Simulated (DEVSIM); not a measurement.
Device: Al/Si3N4/p-In0.53Ga0.47As capacitor, at 300 K.

```csv
layer (left to right),material,thickness (nm),Na (cm⁻³)
1,Si3N4,16.0,-
2,In0.53Ga0.47As,2700,4.3e16
```

Metal gate on the left, work function 4.1 eV. Fixed charge at the semiconductor interface -3.8e10 cm⁻² (in units of +e); no interface traps.

The device is made up for the run: typed textbook-type constants, with dimensions and the other settings drawn at random. Values at 300 K; Nc and Nv go as T^1.5, mobilities as T to minus their exponent, the gap by Varshni's rule with the affinity fixed.

```tsv
parameter	Si3N4	In0.53Ga0.47As
gap (eV)	5.1	0.74
affinity (eV)	2.1	4.51
permittivity	7.5	13.9
Nc (cm⁻³)	-	2.1e17
Nv (cm⁻³)	-	7.7e18
Varshni α (eV/K)	-	0.00035
Varshni β (K)	-	190
```

Simulated with DEVSIM: 1D Poisson equation in equilibrium, Boltzmann statistics, complete ionisation; no quantum confinement or tunnelling. Metal contacts follow the ideal Schottky-Mott rule: no Fermi-level pinning, no interface dipoles.

Base results: flat-band voltage (V) -1.00; minimum of the low-frequency capacitance (μF/cm²) 0.0810.

### Question
What follows from this one change: fixed charge -3.8e+10 → -8.18e+11 cm^-2?

### Answer
flat-band voltage -1.00 → -0.70 V; minimum of the low-frequency capacitance little changed (0.0809 μF/cm²).

### Question
What follows from this one change: gate work function 4.1 → 4.25 eV?

### Answer
flat-band voltage -1.00 → -0.85 V; minimum of the low-frequency capacitance little changed (0.0814 μF/cm²).

### Question
What follows from this one change: substrate doping 4.3e+16 → 4.3e+15 cm^-3?

### Answer
flat-band voltage -1.00 → -0.94 V; minimum of the low-frequency capacitance 0.0810 → 0.0343 μF/cm².

### Question
What follows from this one change: temperature 300 → 350 K?

### Answer
flat-band voltage -1.00 → -0.96 V; minimum of the low-frequency capacitance 0.0810 → 0.0884 μF/cm².
